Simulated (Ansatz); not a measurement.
## Effect of uniaxial stress, 5 GPa tension along x on W

Consider W in the bcc (W type) structure (space group Im-3m, No. 229; a = 3.154 Å; relaxed with 0.1 eV smearing). Axes: x, y, z lie along the cube axes.

Now apply this change: uniaxial stress, 5 GPa tension along x, with the cell and atoms free to relax against it.

Method: PBEsol in Ansatz (plane waves to 420 eV, PAW, without spin-orbit coupling), earlier PAW set. k-mesh 29×29×29 (Γ-centred); smearing 0.1 eV (Fermi–Dirac).

The shortest interatomic distance increases by 0.005 Å, from 2.732 Å to 2.737 Å and the energy increases by 3.0 meV/atom. The band gap remains zero and the strain response (xx, yy, zz) comes out as (+1.22, −0.34, −0.34) %. The secant Young's modulus along x amounts to 410 GPa and the mean lateral Poisson ratio amounts to 0.28.

Stability under load was not tested beyond the relaxation. All final runs are without spin polarisation.

Ansatz is an electronic-structure program.
